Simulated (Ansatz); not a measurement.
Base system: ZnO in the wurtzite structure (space group P6_3mc, No. 186; a = 3.235 Å, c = 5.211 Å).

Modification: an isotropic linear strain of −2.94 %; the atoms relax in the strained cell.

Calculations: r2SCAN/PAW in Ansatz (a quantum-chemistry and plane-wave program), scalar-relativistic without spin-orbit coupling, earlier PAW set.

Base, band edges from the VBM (valence, conduction): K -1.77, 8.15; H -1.29, 8.53; M -0.87, 6.43; L -1.41, 6.28; A -0.40, 3.94; Γ 0.00, 1.23 eV.

Q: Give the band edges at the high-symmetry points of the new zone, measured from its valence-band maximum.

A: 
```tsv
point	valence edge (eV)	conduction edge (eV)
Γ	0.00	1.36
M	-1.00	6.83
K	-1.99	8.14
A	-0.46	4.15
L	-1.59	6.42
H	-1.48	8.68
```

The gap is 1.36 eV, direct at Γ.

Whether these cells are dynamically stable was not tested.
